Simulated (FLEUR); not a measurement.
Band structure of NiAl (Pm-3m, 2 atoms in the cell).

```
CELL_PARAMETERS angstrom
      2.90994     0.00000     0.00000
      0.00000     2.90994     0.00000
      0.00000     0.00000     2.90994
ATOMIC_POSITIONS crystal
  Al 0.50000 0.50000 0.50000
  Ni 0.00000 0.00000 0.00000
```

Method of the run: FLEUR with PBE, all-electron FLAPW (FLEUR), scalar-relativistic valence.

Settings: Kmax = 4.7 1/bohr; GmaxXC = 14.1 1/bohr; xcFunctional = pbe; jspins = 1; l_soc = F; mode = hist; fermiSmearingEnergy = 0.00367493 Htr; mesh (inpgen div1-3) = 8 8 8; inpgen gamma flag = true; Gmax = 14.1 1/bohr; numbands = 0; maxIterBroyd = 15; imix = Anderson; alpha = 0.05.

The starting cell has typed, rounded lattice constants, without a prior relaxation at this level. Its lattice was rescaled by a random factor within 2.5 % of one. Spin polarisation is off. Values depend on the basis (sphere radii, cutoffs, local orbitals), which need not be converged.

Levels in eV from the Fermi level, bands 6 to 13:
```tsv
point	6	7	8	9	10	11	12	13
Γ	-3.02	-1.40	-1.40	-1.40	5.42	5.42	5.42	8.28
X	-2.56	-2.08	-2.08	-1.32	-0.55	8.30	9.92	9.92
M	-2.74	-2.74	-1.91	-1.91	-0.89	1.49	2.44	11.96
R	-3.88	-0.87	-0.87	2.08	2.08	2.08	3.50	4.46
```
